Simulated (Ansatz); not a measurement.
Base system: GaN in the zinc blende structure (space group F-43m, No. 216; a = 4.4981 Å).

Level of theory: plane-wave PAW DFT at the PBEsol level (Ansatz, an electronic-structure program, 420 eV), without spin-orbit coupling.

Base values:

```
Property                            Result
-----------------------------  -----------
Band gap                           1.70 eV
Width of the top valence band      3.72 eV
Pressure                          0.00 GPa
Gap character                  direct at Γ
```

Now apply this change: the cell is scaled by 0.9900 in all directions, atoms relaxed at fixed cell.

Problem. Predict the new band gap, energy relative to the base, width of the top valence band, pressure and gap character.

Solution. The band gap goes up by 0.19 eV to 1.89 eV; the energy goes up by 6.2 meV/atom; the width of the top valence band goes up by 0.16 eV, from 3.72 eV to 3.88 eV; the pressure goes from zero to 6.07 GPa; the gap character is still direct at Γ.

The cells carry an imposed strain or load. Whether these cells are dynamically stable was not tested. This is not the structure that GaN has at room temperature and ambient pressure.
